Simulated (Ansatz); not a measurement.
Phonon-limited transport in metals: Cu (Fm-3m) under several functionals (Ansatz, a program for electronic structure, without spin-orbit coupling). The PBE cell:

```cif
data_Cu
_chemical_formula_sum 'Cu1'
_space_group_name_H-M_alt 'P 1'
_space_group_IT_number 1
_cell_length_a 2.56546
_cell_length_b 2.56546
_cell_length_c 2.56546
_cell_angle_alpha 60.000
_cell_angle_beta 60.000
_cell_angle_gamma 60.000
loop_
_space_group_symop_operation_xyz
  'x, y, z'
loop_
_atom_site_label
_atom_site_type_symbol
_atom_site_fract_x
_atom_site_fract_y
_atom_site_fract_z
_atom_site_occupancy
Cu1 Cu 0.00000 0.00000 0.00000 1
```

| Functional | cell relaxed with | volume (Å³/atom) | resistivity at 300 K | mean free path at 300 K | electron-phonon coupling λ | logarithmic mean phonon energy |
|---|---|---|---|---|---|---|
| LDA | LDA | 10.89 | 1.60 μΩ·cm | 41 nm | 0.119 | 19.5 meV |
| PBE | PBE | 11.94 | 1.81 μΩ·cm | 38 nm | 0.127 | 18.0 meV |

Metals; harmonic phonons alone scatter; means over directions. The mean free path is weighted by the current that each state carries. Halving the electron mesh moves these values by up to 2 %; q meshes are mostly untested. Spin-orbit coupling is left out.
